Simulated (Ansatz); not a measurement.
# A computed series for InAgTe2: response to strain

Start from InAgTe$_{2}$ in the chalcopyrite structure (space group I-42d, No. 122; a = 6.4319 Å, c = 12.7658 Å). Axes: x, y, z lie along a, b, c of the conventional cell.

Strains are applied to the cell and any free atomic positions relax.

The values are results of PBEsol (Ansatz, a first-principles code; PAW; 420 eV plane waves; without spin-orbit coupling), not measurements.

Notes on the quantities. energy relative to the base: free energy F.

```csv
variant,band gap,energy relative to the base,volume per atom,width of the top valence band
base,0.08 eV,0 meV/atom,33.01 Å³,1.05 eV
uniaxial strain ε_zz = −3.00 %,0.11 eV,+5.3 meV/atom,32.02 Å³,1.21 eV
uniaxial strain ε_zz = −2.25 %,0.10 eV,+3.0 meV/atom,32.26 Å³,1.17 eV
uniaxial strain ε_zz = −1.50 %,0.09 eV,+1.3 meV/atom,32.51 Å³,1.13 eV
uniaxial strain ε_zz = −0.75 %,0.09 eV,+0.3 meV/atom,32.76 Å³,1.09 eV
```

With Te present, leaving out spin-orbit coupling can change the band edges. Stability against distortions was not tested. A zero or small gap of InAgTe2 can be the functional's error rather than a property of the material.
